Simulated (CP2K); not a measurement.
A working CP2K input for Y2Pt (Pnma, 12 atoms in the cell) (DFT PBEsol, GPW, DZVP-MOLOPT-SR-GTH basis, GTH-PBE potentials (GTH_POTENTIALS)):

```
&GLOBAL
  PROJECT y2pt
  RUN_TYPE ENERGY_FORCE
  PRINT_LEVEL LOW
&END GLOBAL
&FORCE_EVAL
  METHOD Quickstep
  STRESS_TENSOR ANALYTICAL
  &DFT
    BASIS_SET_FILE_NAME BASIS_MOLOPT
    POTENTIAL_FILE_NAME GTH_POTENTIALS
    &QS
      METHOD GPW
      EPS_DEFAULT 1E-10
    &END QS
    &MGRID
      CUTOFF 500
      REL_CUTOFF 40
      NGRIDS 5
    &END MGRID
    &SCF
      SCF_GUESS ATOMIC
      EPS_SCF 1E-6
      MAX_SCF 100
      ADDED_MOS 26
      &DIAGONALIZATION
        ALGORITHM STANDARD
      &END DIAGONALIZATION
      &MIXING
        METHOD BROYDEN_MIXING
        ALPHA 0.2
        NBUFFER 8
      &END MIXING
      &SMEAR ON
        METHOD FERMI_DIRAC
        ELECTRONIC_TEMPERATURE [K] 1160.45
      &END SMEAR
    &END SCF
    &KPOINTS
      SCHEME MONKHORST-PACK 4 5 3
      GAMMA_CENTERED T
    &END KPOINTS
    &XC
      &XC_FUNCTIONAL
        &PBE
          PARAMETRIZATION PBESOL
        &END PBE
      &END XC_FUNCTIONAL
    &END XC
    &PRINT
      &MO
        EIGENVALUES T
        OCCUPATION_NUMBERS T
        NDIGITS 8
        FILENAME mo
        &EACH
          QS_SCF 0
        &END EACH
        ADD_LAST NUMERIC
      &END MO
      &MULLIKEN OFF
      &END MULLIKEN
    &END PRINT
  &END DFT
  &SUBSYS
    &CELL
      A 7.14512700 0.00000000 0.00000000
      B 0.00000000 4.77265900 0.00000000
      C 0.00000000 0.00000000 8.79078700
      PERIODIC XYZ
    &END CELL
    &COORD
      SCALED
      Y        0.35734000     0.75000000     0.91804000
      Y        0.64266000     0.25000000     0.08196000
      Y        0.14266000     0.25000000     0.41804000
      Y        0.85734000     0.75000000     0.58196000
      Y        0.49114000     0.75000000     0.33394000
      Y        0.50886000     0.25000000     0.66606000
      Y        0.00886000     0.25000000     0.83394000
      Y        0.99114000     0.75000000     0.16606000
      Pt       0.75928000     0.75000000     0.90763000
      Pt       0.24072000     0.25000000     0.09237000
      Pt       0.74072000     0.25000000     0.40763000
      Pt       0.25928000     0.75000000     0.59237000
    &END COORD
    &KIND Y
      BASIS_SET DZVP-MOLOPT-SR-GTH
      POTENTIAL GTH-PBE-q11
    &END KIND
    &KIND Pt
      BASIS_SET DZVP-MOLOPT-SR-GTH
      POTENTIAL GTH-PBE-q18
    &END KIND
  &END SUBSYS
  &PRINT
    &FORCES ON
    &END FORCES
    &STRESS_TENSOR ON
    &END STRESS_TENSOR
  &END PRINT
&END FORCE_EVAL
```

The run converged in 15 iterations: free energy E − TS -21406.2026 eV; Fermi level (on the code's own zero) 10.02 eV; pressure -1.78 GPa; largest force (vector length) 0.039 eV/Å. Each of these slips is then made, one at a time:

(1)
```diff
+        BETA 0
```

(2)
```diff
-      ADDED_MOS 26
+      ADDED_MOS 27
+      Y        0.63774800     0.24257900     0.08238000
```

Question: How does each altered input end?

Answer: 
(1) A screening parameter of zero in the density mixing. The program stopped before any SCF iteration, with the message: Mixing employing the Kerker damping factor needs BETA /= 0.0 qs_scf_initialization.F:740.

(2) One atom entered twice. The run converged in 50 iterations without an error; against the sound input the pressure goes from -1.78 to 6199 GPa and the largest force goes from 0.039 to 696800 eV/Å. The full log also holds: “WARNING in particle_methods.F:720 :: The distance between the atoms 2  and 13 is only 0.050 angstrom and thus smaller than the threshold of  0.500 angstrom”.

The starting cell comes from a database of computed structures (which also holds hypothetical and non-ambient phases and stackings), without a prior relaxation at this level. Its lattice was rescaled by a random factor within 2.5 % of one. Spin polarisation is off. Values carry the incompleteness of an atom-centred basis. The potentials were made for another functional than the one used.

Left out of this page: 2 runs of the series outside the window shown, repeating another row's setting, or not comparable; 1 run of the series stopped by limits of time or memory.
